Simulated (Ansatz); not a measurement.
Ansatz (an electronic-structure program) run on KTlO2 (R3m, 4 atoms in the cell): self-consistent single point

Method of the run: LDA (PW92), default PAW files made with PBE (plane waves; Ansatz).

Input:

Ansatz 0.2 input:
```yaml
# KTlO2
crystal:
  lattice:
    - [1.718126, 0.991960, 6.071729]
    - [-1.718126, 0.991960, 6.071729]
    - [0.000000, -1.983922, 6.071729]
  atoms:
    - { symbol: K, position_ang: [0.000000, -0.000001, 9.157594] }
    - { symbol: Tl, position_ang: [0.000000, 0.000000, 0.000000] }
    - { symbol: O, position_ang: [0.000000, -0.000001, 13.334956] }
    - { symbol: O, position_ang: [-0.000000, -0.000001, 4.880231] }
basis:
  ecutwfc: 420.0
kpoints:
  mp_grid: { grid: [8, 8, 8] }
hamiltonian:
  xc: lda
  pseudopotentials: { kind: paw }
scf:
  occupations: { method: fermi_dirac, width: 0.02 }
output:
  forces: true
  eigenvalues: true
  stress: true
```

Output, abridged:

```
WARN ansatz: RAYON_NUM_THREADS=1 ignored (pool sized by the plan → 1); use --threads N
basis.fft_grid_basis auto: the FFT boxes are laid along the combinations [[1, 0, -1], [0, 1, -1], [0, 0, 1]] of the cell's own vectors, 3.436, 3.436 and 6.388 …
Pseudopotentials: kind: paw
Pseudopotential: K, paw, valence charge 9
Pseudopotential: Tl, paw, valence charge 13
Pseudopotential: O, paw, valence charge 6
Crystal: 4 atoms, lattice volume = 62.089 Å³
Basis set: ecut = 420 eV, 1203 PW (Γ), FFT grids on a1−a3, a2−a3, a3
Bands: 21, of which v1, the nominal top of the filled ones, is band 17 counted from 1 (16 counted from 0)
Symmetry: 6 space group operations
Space group: R3m (ITA 160), of the structure as read, at distance tolerance 4.0e-5 Å
k-points: 65 of 512 (time reversal used)
PAW frozen core: K, regenerated for the run's functional, and the local potential with it
PAW frozen core: Tl, regenerated for the run's functional, and the local potential with it
PAW frozen core: O, regenerated for the run's functional, and the local potential with it
Initial density: superposition of atomic densities (neutral atoms: chi_scale 0, normalization atom), corrected by the library's trained network
Initial wavefunctions: pseudopotential atomic-orbital guess
Eigensolver: davidson
Functional: x = slater, c = lda
SCF iter   1: F=—  HF=-13752.868468 eV  |F-HF|=—  |Δ(HF+E_count)|=         —  Δρ=1.75e-2  dr2=1.77e-1  ethr=1.77e-3  ⟨swp⟩=6.3  Hψ=7451  notcnv=0
all-band conjugate gradients solve this SCF's bands
preconditioner: auto → none
SCF iter   2: F=—  HF=-13752.843091 eV  |F-HF|=—  |Δ(HF+E_count)|=   2.54e-2  Δρ=1.32e-2  dr2=8.34e-2  ethr=5.19e-4  ⟨swp⟩=2.0  Hψ=3185  notcnv=0
SCF iter   3: F=—  HF=-13752.821247 eV  |F-HF|=—  |Δ(HF+E_count)|=   2.18e-2  Δρ=2.25e-3  dr2=1.88e-3  ethr=2.45e-4  ⟨swp⟩=2.1  Hψ=2169  notcnv=0
SCF iter   4: F=—  HF=-13752.820683 eV  |F-HF|=—  |Δ(HF+E_count)|=   5.65e-4  Δρ=7.76e-4  dr2=1.83e-4  ethr=5.52e-6  ⟨swp⟩=2.8  Hψ=2361  notcnv=0
SCF iter   5: F=—  HF=-13752.820688 eV  |F-HF|=—  |Δ(HF+E_count)|=   5.55e-6  Δρ=7.12e-4  dr2=3.88e-4  ethr=5.39e-7  ⟨swp⟩=2.3  Hψ=2404  notcnv=0
SCF iter   6: F=—  HF=-13752.820629 eV  |F-HF|=—  |Δ(HF+E_count)|=   5.90e-5  Δρ=1.46e-4  dr2=1.52e-5  ethr=5.39e-7  ⟨swp⟩=2.0  Hψ=1765  notcnv=0
SCF iter   7: F=—  HF=-13752.820624 eV  |F-HF|=—  |Δ(HF+E_count)|=   5.06e-6  Δρ=2.30e-5  dr2=2.67e-7  ethr=4.47e-8  ⟨swp⟩=2.2  Hψ=1813  notcnv=0
SCF iter   8: F=-13752.820624 eV  HF=-13752.820624 eV  |F-HF|=1.76e-8  |Δ(HF+E_count)|=   3.20e-8  Δρ=6.50e-6  dr2=2.30e-8  ethr=2.94e-10  ⟨swp⟩=4.1  Hψ=4747  notcnv=0
SCF 1 converged in 8 iterations: F = -13752.820624 eV  dr2 = 2.30e-8
SCF converged after 8 iterations
Free energy (F): -13752.820624 eV
Harris-Foulkes:  -13752.820624 eV  (|F-HF|=1.76e-8)
Internal energy: -13752.820624 eV  (E = F + TS)
E sigma→0 (E₀):  -13752.820624 eV
Fermi energy:    7.810339 eV
--- Per-component energies (eV) ---
  E_band       = -54.274990
  E_kinetic    = 940.768752
  E_local      = -2041.659592  (includes V_loc(G=0)·N_el)
  E_nonlocal   = 438.894961
  E_hartree    = 745.147459
  E_xc         = -503.456333
  E_vxc        = -489.300036  (∫ρ·V_xc dr)
  E_paw        = -10914.066676  (= ΣΔE_a)
  E_vpaw       = -393.278766  (= ΣTr[D̂ρ^β])
  E_aug_tail   = 0.004822  (compensation charges beyond the density's cutoff)
  E_ewald      = -2418.763799
  E_core_change = 0.309782  (= ΣΔE_core)
  E_smearing   = -0.000000  (= −TS)
  E_closure    = -0.000000  (closes the sum)
  Σ components = -13752.820624   (vs F -13752.820624, Δ=0.00e0)
--- Forces (eV/Å), atoms counted from 1 ---
  atom   1  K      0.00000000     0.00000001    -0.19033664
  atom   2  Tl     0.00000000    -0.00000001     0.18994066
  atom   3  O      0.00000000     0.00000000    -0.01416676
  atom   4  O      0.00000000    -0.00000000     0.01482825
  max |Σ_I F_I| component: 2.66e-4 eV/Å
--- Stress (GPa, compression-positive) ---
       -2.996457       0.000000       0.000000
        0.000000      -2.996457       0.000000
        0.000000       0.000000      -3.667948
  P = ⅓ Tr σ = -3.2203 GPa (-32.203 kbar)
  The stress holds the Pulay correction. Without it, at fixed plane waves, as pw.x and ABINIT print it: P = -3.7668 GPa
--- Band table (eV; the first three rows and the last of 65) ---
  k-point 0: bands = ["-20.6332", "-9.2310", "-8.4641", "-4.0201", "-3.9282", "-3.9282", "-2.3136", "-2.3136", "-2.2542", "-1.8007", "-1.8007", "3.1729", "6.3493", "6.3493", "6.6732", "7.2069", "7.2069", "8.2502", "12.5545", "13.3142", "16.3514"]
  k-point 1: bands = ["-20.6122", "-9.1445", "-8.4771", "-4.0941", "-4.0492", "-3.9617", "-2.2413", "-2.2198", "-2.1503", "-1.8097", "-1.8060", "3.0285", "5.9374", "6.2258", "6.5988", "6.8964", "7.1954", "8.9840", "12.9328", "13.5598", "16.0111"]
  k-point 2: bands = ["-20.5610", "-8.9289", "-8.5144", "-4.3725", "-4.1483", "-4.0412", "-2.1568", "-2.1090", "-1.9443", "-1.7759", "-1.6781", "2.6654", "5.4583", "5.8737", "6.0205", "6.7336", "7.2191", "10.0553", "13.2067", "14.3444", "15.3766"]
  k-point 64: bands = ["-20.6326", "-9.3803", "-8.2611", "-4.1537", "-3.9316", "-3.9316", "-2.3095", "-2.3095", "-2.1469", "-1.7978", "-1.7978", "3.2814", "5.9503", "6.2471", "6.2471", "7.3300", "7.3300", "9.3269", "11.7155", "13.1178", "16.3021"]
```

The run converged in 8 iterations.

The starting cell comes from a database of computed structures (which also holds hypothetical and non-ambient phases and stackings), without a prior relaxation at this level. Its lattice was rescaled by up to half a per cent. One atom was moved a little off its site on purpose. Spin-orbit coupling is off. With a pressure of about -3 GPa the cell is away from its equilibrium volume at this level. Ansatz's pressure includes its estimate of the finite-basis (Pulay) stress. Without the estimate this run gives -3.77 GPa.
